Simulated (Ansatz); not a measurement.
## BAs (model structure, Pm-3m, No. 221, 2 atoms in the cell)

All values below come from PBEsol in Ansatz (plane waves, PAW).

Run with plane-wave cutoff 520 eV, 20×20×20 k mesh, Fermi–Dirac smearing 0.05 eV, scalar-relativistic PAW data made under PBE.

Cell (relaxed at this level):

Space group Pm-3m (No. 221); a = b = c = 2.900 Å, α = β = γ = 90.00°

```tsv
atom	site	symmetry	x	y	z
B	1a	m-3m	0.0000	0.0000	0.0000
As	1b	m-3m	0.5000	0.5000	0.5000
```

```
Item              Result
---------------  -------
band gap            none
bulk modulus B0  118 GPa
```

Note: the bulk modulus is −V dP/dV from two relaxed cells at ±2 % in volume; the relaxation could raise the start's symmetry but not lower it, so the cell can be a saddle point.

Spin–orbit coupling is not included.

Static lattice: no zero-point or thermal effects.

The result took roughly 50 core-seconds.

A model structure was made by putting elements into a prototype or built by hand; it is no filed structure, need not be a known phase, and can be a saddle point held by its symmetry.

Ansatz is a program for electronic structure.
